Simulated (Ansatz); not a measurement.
## Bulk modulus B0 of Sb (Pm-3m, No. 221, 1 atom in the cell; start COD 9013008; another form than the element's usual one) at several levels of theory

No measured value is used here.

```
level (code)     value (GPa)  cell (Å³/atom)
---------------  -----------  --------------
LDA (Ansatz)            66.0           28.15
PBEsol (Ansatz)         63.0           28.71
r²SCAN (Ansatz)            …           29.45
```

Problem. Some entries are withheld; supply them.

Solution. 
- r²SCAN (Ansatz, a first-principles code), value (GPa): 60.1

LDA, PBEsol, r²SCAN: the bulk modulus is −V dP/dV from two relaxed cells at ±2 % in volume. LDA, PBEsol, r²SCAN: the relaxation could not lower the start's symmetry, so the cell can be a saddle point above a distorted one. Each level is taken at its own relaxed cell. Cutoffs differ between the levels. Ansatz's density-functional and Hartree–Fock values are scalar-relativistic unless marked +SOC, with PAW data made under PBE.
